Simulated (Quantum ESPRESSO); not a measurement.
# Parameter sweep on Cr (Im-3m, 2 atoms in the cell)

```
CELL_PARAMETERS angstrom
      3.00423     0.00000     0.00000
      0.00000     3.00423     0.00000
      0.00000     0.00000     3.00423
ATOMIC_POSITIONS crystal
  Cr 0.00000 0.00000 0.00000
  Cr 0.50000 0.50000 0.50000
```
Moments meant for the start (each program seeds them in its own way; μB, in the order of the atoms Cr Cr): 3.0 3.0.

Base run A: PBE, PSlibrary PAW (PBE) pseudopotentials run with Quantum ESPRESSO 7.5, self-consistent single point.

Its settings: ecutwfc = 55 Ry; ecutrho = 495 Ry; occupations = smearing; smearing = marzari-vanderbilt; degauss = 0.0036749 Ry; nspin = 2; potentials = {Cr: Cr.pbe-spn-kjpaw_psl.1.0.0.UPF}; K_POINTS = automatic 14 14 14 1 1 1; conv_thr = 1e-11 Ry; mixing_beta = 0.4.

The starting cell comes from a database of computed structures (which also holds hypothetical and non-ambient phases and stackings), without a prior relaxation at this level. Its lattice was rescaled by a random factor within 2.5 % of one. The starting moments vanished: the run ended non-magnetic, which need not be the lowest state. In the base run, with a pressure of about -30 GPa the cell is away from its equilibrium volume at this level.

Absolute energies have different zeros for different potentials, functionals, Hubbard and dispersion terms and are not compared across them.

```tsv
run	change	pressure (GPa)
A	base	-29.96
B	pseudopotentials: {Cr: Cr.pbe-spn-kjpaw_psl.1.0.0.UPF} → {Cr: Cr.pz-spn-kjpaw_psl.1.0.0.UPF} [LDA (PZ)]	-42.27
C	input_dft: default → pbesol [PBEsol]	-36.82
D	input_dft: default → rpbe [RPBE]	-25.84
E	input_dft: default → revpbe [revPBE]	-26.98
F	input_dft: default → blyp [BLYP]	-23.24
G	input_dft: default → wc [Wu-Cohen GGA]	-36.19
H	input_dft: default → pw91 [PW91]	-30.24
I	input_dft: default → vdw-df2 [vdW-DF2]	-20.22
J	input_dft: default → vdw-df-cx [vdW-DF-cx]	-35.89
K	input_dft: default → rvv10 [rVV10]	-28.24
```

Run D against A: The pressure goes from -29.96 to -25.84 GPa.

Run G against A: The pressure goes from -29.96 to -36.19 GPa.
